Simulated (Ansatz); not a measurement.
Base system: CrCl₃ (space group R-3, No. 148; ferromagnetic; a cell from a computed database, its experimental status unchecked; layered, stacked along the Cartesian z axis).

```
CELL_PARAMETERS angstrom
      2.97996     1.72048     5.74594
     -2.97996     1.72048     5.74594
      0.00000    -3.44096     5.74594
ATOMIC_POSITIONS crystal
  Cr 0.66652 0.66652 0.66652
  Cr 0.33348 0.33348 0.33348
  Cl 0.56916 0.92329 0.27559
  Cl 0.43084 0.07671 0.72441
  Cl 0.92329 0.27559 0.56916
  Cl 0.07671 0.72441 0.43084
  Cl 0.27559 0.56916 0.92329
  Cl 0.72441 0.43084 0.07671
```

Cartesian axes are those of the cell as printed.

Level of theory: r2SCAN+rVV10/PAW in Ansatz (a first-principles code), spin-orbit coupling left out.

Strains are applied to the cell and any free atomic positions relax; under biaxial strain the out-of-plane vector relaxes too.

One change was made to it. Results:

```json
[
 {"quantity": "band gap", "base": "2.43 eV", "after": "2.41 eV"},
 {"quantity": "smallest direct gap", "base": "2.50 eV", "after": "2.49 eV"},
 {"quantity": "energy relative to the base (free energy F)", "base": "0 meV/atom", "after": "+2.4 meV/atom"},
 {"quantity": "gap character", "base": "indirect, L → k = (0.143, -0.429, 0.429) in the run's primitive reciprocal basis", "after": "indirect, L → F"},
 {"quantity": "pressure (mean of the normal stresses, compression positive)", "base": "0.0 GPa", "after": "-0.9 GPa"}
]
```

**Question.** Name the change that was made.
A. biaxial strain +1.81 %, plane normal [001], relaxed out of plane
B. isotropic strain +1.22 %
C. isotropic strain +1.95 %
D. uniaxial strain ε_zz = +1.92 %

**Answer.** B, isotropic strain +1.22 %. For comparison, the energy relative to the base in the other runs: isotropic strain +1.95 % gives +6.1 meV/atom; biaxial strain +1.81 %, plane normal [001], relaxed out of plane gives +4.2 meV/atom; uniaxial strain ε_zz = +1.92 % gives +0.6 meV/atom.

Whether these cells are dynamically stable was not tested. No Hubbard U is applied and the magnetic state is the run's own (CrCl3 ferromagnetic); small cells can't hold the antiferromagnetic order that many such compounds have, so gaps and moments can be off.
